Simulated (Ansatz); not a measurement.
Gap of a one-dimensional HgTe body, 8 atoms a period at several levels, all on one geometry.

```xyz
8
Lattice="14.0000 0.0000 0.0000 0.0000 14.0000 0.0000 0.0000 0.0000 5.7972" Properties=species:S:1:pos:R:3 pbc="T T T"
Hg     5.7960     5.7960     0.0000
Te     5.3037     5.3037     2.8986
Te     5.3037     8.6963     0.0000
Hg     5.7960     8.2040     2.8986
Te     8.6963     5.3037     0.0000
Hg     8.2040     5.7960     2.8986
Hg     8.2040     8.2040     0.0000
Te     8.6963     8.6963     2.8986
```

Levels: PBE (plane waves to 420 eV, PAW; Ansatz, a program for electronic structure); PBE with spin-orbit coupling in Ansatz; r2SCAN (plane waves to 500 eV, PAW; Ansatz); HSE06 (Ansatz). Unmarked values and the geometry are of the first. Mesh 1×1×52. No spin polarisation. It repeats along c; a and b span vacuum. A hypothetical model. Symmetry and one short period hold its shape; lower forms weren't sought. Values not marked SOC lack spin–orbit coupling. HSE06 ran on a 1×1×3 mesh and at PBE's edge points.

```tsv
level	gap (eV)
PBE	0.68
PBE+SOC	0.49
r2SCAN	?
HSE06	1.16
```

Q: Fill in the missing entries.

A: 
- r2SCAN, gap (eV): 0.81
